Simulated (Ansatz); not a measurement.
Base system: BeSe in the zinc blende structure (space group F-43m, No. 216; a = 5.129 Å).

The values are results of PBEsol (Ansatz, an electronic-structure program), scalar-relativistic without spin-orbit coupling, not measurements.

Base values:

| Property | Value |
|---|---|
| Hole mass | 0.23, 0.46, 0.46 mₑ (at Γ) |
| Electron mass | 0.84 mₑ along k, 0.26 mₑ across (at X) |

The change: the cell is scaled by 0.9700 in all directions; the atoms relax in the strained cell.

Problem. What happens to the mean gap deformation potential ΔEg/Δln V, hole mass and electron mass?

Solution. The mean gap deformation potential ΔEg/Δln V amounts to +2.4 eV; the hole mass (degenerate bands, along [100]) changes from 0.23, 0.46, 0.46 mₑ (at Γ) to 0.25, 0.41, 0.41 mₑ (at Γ); the electron mass goes from 0.84 mₑ along k, 0.26 mₑ across (at X) to 0.80 mₑ along k, 0.25 mₑ across (at X).

Effective masses come from finite differences of ±0.01 Å⁻¹. Along k means along the line from Γ to the band edge. No phonon test of stability was made.
